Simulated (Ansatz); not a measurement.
The parent structure is ZnS in the zinc blende structure (space group F-43m, No. 216; a = 5.357 Å).

Level of theory: PBEsol (Ansatz, a first-principles code; PAW; 420 eV plane waves; no spin-orbit coupling), earlier PAW set.

One change was made to it. Results:

```csv
quantity,base,after
band gap,2.08 eV,zero
density,4.21 g/cm³,3.10 g/cm³
shortest interatomic distance,2.320 Å,2.598 Å
```

Task: Which change produced these results?
A. S → Cl
B. S → Se
C. Zn → Cd

Result: A, S → Cl. For comparison, the band gap in the other runs: Zn → Cd gives 1.01 eV; S → Se gives 1.23 eV.

Whether these cells are dynamically stable was not tested. As relaxed here, ZnCl is a hypothetical phase, not in the database extracts checked. All final runs are without spin polarisation. An odd electron count without spin: ZnCl.
